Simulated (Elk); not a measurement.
A self-consistent single point of VH (P6_3/mmc, 4 atoms in the cell) with Elk

Method of the run: Elk with LDA (PW92), all-electron FP-LAPW, Elk's shipped species files, default APW+lo basis.

The input file:

```
tasks
  0

xctype
  3

rgkmax
  7.0

rmtscf
  0.91

stype
  0

swidth
  0.00999582

avec
    5.1865562203    0.0000003168    0.0000000000
   -2.5932783845    4.4916892865    0.0000000000
    0.0000000000    0.0000000000    9.3584132082

sppath
  'species/'

atoms
  2   : nspecies
  'V.in'   : spfname
  2   : natoms; atposl, bfcmt below
  0.0000000000  0.0000000000  0.0000000000    0.0 0.0 0.0
  0.0000000000  0.0000000000  0.5000000000    0.0 0.0 0.0
  'H.in'   : spfname
  2   : natoms; atposl, bfcmt below
  0.6666666667  0.3333333333  0.7500000000    0.0 0.0 0.0
  0.3333333333  0.6666666667  0.2500000000    0.0 0.0 0.0

ngridk
  10 10 5
```

Output (repeated stretches shortened):

```
│ Elk code version 10.2.4 │

All units are atomic (Hartree, Bohr, etc.)

│ Ground-state run starting from atomic densities │

Lattice vectors :
   5.186556220      0.3168000000E-06   0.000000000
  -2.593278385       4.491689286       0.000000000
   0.000000000       0.000000000       9.358413208

Unit cell volume      :    218.0173359
Brillouin zone volume :    1.137754539

Muffin-tin inner radius fraction :   0.1000000000E-01

Nuclei treated as point charges

Species :    1 (V)
 parameters loaded from : V.in
 name : vanadium
 nuclear charge    :   -23.00000000
 electronic charge :    23.00000000
 atomic mass :    92860.67375
 muffin-tin radius :    2.184000000
 number of radial points in muffin-tin :    497
 atomic positions (lattice), magnetic fields (Cartesian) :
   1 :   0.00000000  0.00000000  0.00000000    0.00000000  0.00000000  0.00000000
   2 :   0.00000000  0.00000000  0.50000000    0.00000000  0.00000000  0.00000000

Species :    2 (H)
 parameters loaded from : H.in
 name : hydrogen
 nuclear charge    :   -1.000000000
 electronic charge :    1.000000000
 atomic mass :    1837.362219
 muffin-tin radius :    1.274000000
 number of radial points in muffin-tin :    197
 atomic positions (lattice), magnetic fields (Cartesian) :
   1 :  -0.33333333  0.33333333 -0.25000000    0.00000000  0.00000000  0.00000000
   2 :   0.33333333 -0.33333333  0.25000000    0.00000000  0.00000000  0.00000000

Total number of atoms per unit cell :    4

Spin treatment :
 spin-unpolarised

Number of Bravais lattice symmetries :   24
Number of crystal symmetries         :   24
Crystal has inversion symmetry
Real symmetric eigensolver will be used

k-point grid :     10    10     5
k-point offset :    0.000000000       0.000000000       0.000000000
k-point set is reduced with full crystal symmetry group
Total number of k-points :       42

Muffin-tin radius times maximum |G+k| :    7.000000000
 using average radius
Maximum |G+k| for APW functions       :    4.048582996
Maximum (1/2)|G+k|²                   :    8.195512138
Maximum |G| for potential and density :    12.00000000
 potential will be trimmed for |G| > 2 gkmax
Constant for pseudocharge density :    7
Radial integration step length :    4

G-vector grid sizes :     20    20    36
Number of G-vectors :     6371

Maximum angular momentum used for
 APW functions                      :    8
 outer part of muffin-tin           :    6
 inner part of muffin-tin           :    1

Total nuclear charge    :   -48.00000000
Total core charge       :    20.00000000
Total valence charge    :    28.00000000
Total excess charge     :    0.000000000
Total electronic charge :    48.00000000

Effective Wigner radius, rₛ :    1.027354657

Number of empty states         :   16
Total number of valence states :   30
Total number of core states    :   20

Total number of local-orbitals :   34

Exchange-correlation functional :      3     0     0
 Perdew-Wang/Ceperley-Alder, Phys. Rev. B 45, 13244 (1992)
 gradient requirement :    0
 local density approximation (LDA)

Smearing type :    0
 Gaussian
Smearing width :   0.9995820000E-02
Effective electronic temperature (K) :    3156.430308

Mixing type :    3
 Broyden mixing, J. Phys. A: Math. Gen. 17, L317 (1984)

Kohn-Sham potential initialised from atomic data

│ Self-consistent loop started │
│ Loop number : 1 │
 total energy                :     -1894.02313011
│ Loop number : 2 │
 total energy                :     -1894.17061395
RMS change in Kohn-Sham potential (target) :   0.1112627519     (  0.1000000000E-05)
Absolute change in total energy (target)   :   0.1474838394     (  0.1000000000E-03)
│ Loop number : 3 │
 total energy                :     -1894.48760076
RMS change in Kohn-Sham potential (target) :   0.1021273585     (  0.1000000000E-05)
Absolute change in total energy (target)   :   0.3538577693     (  0.1000000000E-03)
│ Loop number : 4 │
 total energy                :     -1894.76434841
RMS change in Kohn-Sham potential (target) :   0.8692454060E-01 (  0.1000000000E-05)
Absolute change in total energy (target)   :   0.3652120991     (  0.1000000000E-03)
│ Loop number : 5 │
 total energy                :     -1895.40998266
RMS change in Kohn-Sham potential (target) :   0.4311042005E-01 (  0.1000000000E-05)
Absolute change in total energy (target)   :   0.7369372720     (  0.1000000000E-03)
│ Loop number : 6 │
 total energy                :     -1895.80749634
RMS change in Kohn-Sham potential (target) :   0.1412815976E-01 (  0.1000000000E-05)
Absolute change in total energy (target)   :   0.5817479997     (  0.1000000000E-03)
│ Loop number : 7 │
 total energy                :     -1896.00757319
RMS change in Kohn-Sham potential (target) :   0.3309357196E-03 (  0.1000000000E-05)
Absolute change in total energy (target)   :   0.3455138529     (  0.1000000000E-03)
│ Loop number : 8 │
 total energy                :     -1895.98875492
RMS change in Kohn-Sham potential (target) :   0.1100329292E-03 (  0.1000000000E-05)
Absolute change in total energy (target)   :   0.6756019369E-01 (  0.1000000000E-03)
│ Loop number : 9 │
 total energy                :     -1895.98095399
RMS change in Kohn-Sham potential (target) :   0.2871256549E-04 (  0.1000000000E-05)
Absolute change in total energy (target)   :   0.9089115388E-02 (  0.1000000000E-03)
│ Loop number : 10 │
 total energy                :     -1895.97977919
RMS change in Kohn-Sham potential (target) :   0.1335992479E-04 (  0.1000000000E-05)
Absolute change in total energy (target)   :   0.1097480915E-02 (  0.1000000000E-03)
│ Loop number : 11 │
 total energy                :     -1895.97954758
RMS change in Kohn-Sham potential (target) :   0.5154816369E-05 (  0.1000000000E-05)
Absolute change in total energy (target)   :   0.4276129062E-04 (  0.1000000000E-03)
│ Loop number : 12 │
 total energy                :     -1895.97953470
RMS change in Kohn-Sham potential (target) :   0.3962360538E-06 (  0.1000000000E-05)
Absolute change in total energy (target)   :   0.2198137736E-05 (  0.1000000000E-03)
Convergence targets achieved

│ Loop number : 13 │

Energies :
 Fermi                       :     0.366306677726
 sum of eigenvalues          :     -1101.88652173
 electron kinetic            :      1914.44377409
 core electron kinetic       :      1745.73373169
 Coulomb                     :     -3722.69918875
 Coulomb potential           :     -2900.26636886
 nuclear-nuclear             :     -267.696279587
 electron-nuclear            :     -4009.73944947
 Hartree                     :      554.736540307
 Madelung                    :     -2272.56600432
 xc potential                :     -116.063926967
 exchange                    :     -83.8002831242
 correlation                 :     -3.92386297145
 total energy                :     -1895.97956075

Density of states at Fermi energy :    69.24106289
 (states/Hartree/unit cell)

Estimated indirect band gap :   0.7043214410E-03
 from k-point     37 to k-point     18
Estimated direct band gap   :   0.5454712492E-02
 at k-point      3

Charges :
 core                        :    20.00000000
 valence                     :    28.00000000
 interstitial                :    4.082984562
 muffin-tins (core leakage)
  species :    1 (V)
   atom    1                 :    21.25372629     (  0.1461144095E-08)
   atom    2                 :    21.25372629     (  0.1461144095E-08)
  species :    2 (H)
   atom    1                 :   0.7047814260     (   0.000000000    )
   atom    2                 :   0.7047814260     (   0.000000000    )
 total in muffin-tins        :    43.91701544
 total calculated charge     :    48.01147204
 total charge                :    48.00000000
 error                       :   0.1147204333E-01

│ Self-consistent loop stopped │
```

The run converged in 13 iterations. The count includes the last loop, which Elk runs after its targets are met.

The starting cell comes from a database of computed structures (which also holds hypothetical and non-ambient phases and stackings), without a prior relaxation at this level. Its lattice was rescaled by a random factor within 2.5 % of one. Spin polarisation is off. Values depend on the basis (sphere radii, cutoffs, local orbitals), which need not be converged. The log's line on a gap gives a spacing of levels on this mesh, which the program prints for metals too.
